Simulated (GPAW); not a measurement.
Input and output of a self-consistent single point for ZnNi3Sb2 (P-3m1, 6 atoms in the cell) (GPAW).

Level of theory: PBEsol, GPAW PAW datasets PBEsol (made by gpaw-setup) (plane waves; GPAW).

The change in words: lattice scaled by 0.98. Reference geometry:
```
CELL_PARAMETERS angstrom
      4.04555     0.00000     0.00000
     -2.02278     3.50355     0.00000
      0.00000     0.00000     6.19719
ATOMIC_POSITIONS crystal
  Zn 0.00000 0.00000 0.00000
  Ni 0.00000 0.00000 0.50000
  Ni 0.33333 0.66667 0.89170
  Ni 0.66667 0.33333 0.10830
  Sb 0.33333 0.66667 0.30210
  Sb 0.66667 0.33333 0.69790
```

Reference input (self-consistent single point, DFT PBEsol, plane waves, GPAW PAW datasets PBEsol (made by gpaw-setup)): mode = pw; ecut = 800 eV; xc = PBEsol; kpts = 7 7 4; mesh shift (steps) = 0 0 0; occupations.name = methfessel-paxton; occupations.width = 0.2 eV; occupations.order = 0; nbands = -10; symmetry.symmorphic = false; symmetry.tolerance = 0.0005; maxiter = 150. This run's input differs from it in these lines:

```diff
@@ -5,5 +5,5 @@
 atoms = Atoms(['Zn', 'Ni', 'Ni', 'Ni', 'Sb', 'Sb'],
-              cell=[[4.045553, 0.000000, 0.000000],
-                    [-2.022777, 3.503552, 0.000000],
-                    [0.000000, 0.000000, 6.197190]],
+              cell=[[3.964642, 0.000000, 0.000000],
+                    [-1.982321, 3.433481, 0.000000],
+                    [0.000000, 0.000000, 6.073246]],
               scaled_positions=[[0.000000, 0.000000, 0.000000],
```

Log, with long lists cut:

```
     iter     time        total  log10-change:
                         energy   eigst   dens
iter:   1 --:--:--   -38.688054
iter:   2 --:--:--   -36.910640   -0.09  -1.48
iter:   3 --:--:--   -35.285937   -0.64  -1.58
iter:   4 --:--:--   -35.215875   -1.69  -1.75
iter:   5 --:--:--   -35.310205   -1.64  -1.87
iter:   6 --:--:--   -35.291254   -2.77  -2.28
iter:   7 --:--:--   -35.259559   -1.76  -2.29
iter:   8 --:--:--   -35.226697   -3.10  -2.54
iter:   9 --:--:--   -35.219587c  -4.13  -2.72
iter:  10 --:--:--   -35.207993c  -3.15  -2.75
iter:  11 --:--:--   -35.207739c  -3.64  -2.95
iter:  12 --:--:--   -35.207294c  -4.27  -3.09
iter:  13 --:--:--   -35.207269c  -4.82  -3.56
iter:  14 --:--:--   -35.207235c  -5.98  -3.65
iter:  15 --:--:--   -35.207374c  -4.25  -3.69
iter:  16 --:--:--   -35.207290c  -5.79  -3.88
iter:  17 --:--:--   -35.207122c  -5.42  -3.91
iter:  18 --:--:--   -35.207077c  -5.07  -4.01c
iter:  19 --:--:--   -35.207071c  -6.30  -4.20c
iter:  20 --:--:--   -35.207064c  -6.96  -4.24c
iter:  21 --:--:--   -35.207071c  -6.41  -4.27c
iter:  22 --:--:--   -35.207062c  -6.41  -4.71c
iter:  23 --:--:--   -35.207062c  -6.92  -4.85c
iter:  24 --:--:--   -35.207062c  -7.61c -4.90c
Converged after 24 iterations.

Dipole moment: (0.000000, -0.000000, -0.000000) |e|*Ang

Energy contributions relative to reference atoms: (reference = -525230.079024)

Kinetic:        +53.888831
Potential:      -34.313877
External:        +0.000000
XC:             -55.037651
Entropy (-ST):   -0.062771
Local:           +0.287020
SIC:             +0.000000
--------------------------
Free energy:    -35.238448
Extrapolated:   -35.207062

Showing only first 2 kpts
 Kpt  Band  Eigenvalues  Occupancy
  0    43     12.08363    0.00000
  0    44     12.08367    0.00000
  0    45     12.36699    0.00000
  0    46     12.36701    0.00000

  1    43     11.90510    0.00000
  1    44     11.90512    0.00000
  1    45     12.73761    0.00000
  1    46     12.73762    0.00000

Fermi level: 10.68336

No gap
   [... lines left out ...]
  0 Zn    0.00000    0.00000    0.00000
  1 Ni    0.00000    0.00000    0.00000
  2 Ni    0.00000    0.00000   -0.43610
  3 Ni   -0.00000   -0.00000    0.43610
  4 Sb    0.00000    0.00000    0.37068
  5 Sb    0.00000    0.00000   -0.37068

Stress tensor:
    -0.100557     0.000000     0.000000
     0.000000    -0.100557    -0.000000
     0.000000    -0.000000    -0.099061
Stress (GPa, Voigt): [-16.1111 -16.1111 -15.8714  -0.       0.       0.    ]
```

The run converged in 24 iterations. GPAW prints stress with tension positive. Against the reference run the free energy rises by 54.9 meV/atom, the pressure goes from 5.03 to 16.03 GPa and the largest force goes from 0.143 to 0.436 eV/Å.

The starting cell comes from a database of computed structures (which also holds hypothetical and non-ambient phases and stackings), without a prior relaxation at this level. Its lattice was rescaled by a random factor within 2.5 % of one. For this run, on top of that: lattice scaled by 0.98. Spin polarisation is off. With a pressure of about 16 GPa the cell is away from its equilibrium volume at this level.

Cost on one core of a shared machine: roughly 7 min.
